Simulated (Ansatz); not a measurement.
System: LaN (P6₃mc, No. 186, 4 atoms in the cell; start mp-567290; a measured phase of this formula has another space group). Method: HSE06+SOC (plane waves, PAW; Ansatz, a first-principles code).

Run with plane-wave cutoff 460 eV, 9×9×4 k mesh (along the axes of the cell as run), Fermi–Dirac smearing 0.01 eV, PAW data made under PBE.

Cell (relaxed with PBEsol):

```cif
data_La2N2
_chemical_formula_sum 'La2 N2'
_space_group_name_H-M_alt 'P 1'
_space_group_IT_number 1
_cell_length_a 4.11504
_cell_length_b 4.11504
_cell_length_c 5.81155
_cell_angle_alpha 90.000
_cell_angle_beta 90.000
_cell_angle_gamma 120.000
loop_
_space_group_symop_operation_xyz
  'x, y, z'
loop_
_atom_site_label
_atom_site_type_symbol
_atom_site_fract_x
_atom_site_fract_y
_atom_site_fract_z
_atom_site_occupancy
La1 La 0.33333 0.66667 0.99497 1
La2 La 0.66667 0.33333 0.49497 1
N1 N 0.33333 0.66667 0.41503 1
N2 N 0.66667 0.33333 0.91503 1
```

**Question.** Predict the band gap, smallest direct gap on the k points sampled and direct gap at Γ.

**Answer.** 
- band gap = 2.10 eV (indirect)
- smallest direct gap on the k points sampled = 2.32 eV
- direct gap at Γ = 2.61 eV

Note: cell and atoms aren't relaxed at this level (pressure 2.0 GPa).

The result took about 50 core-minutes (a rough figure).

A start named mp-… is a Materials Project structure, which need not be a measured phase.
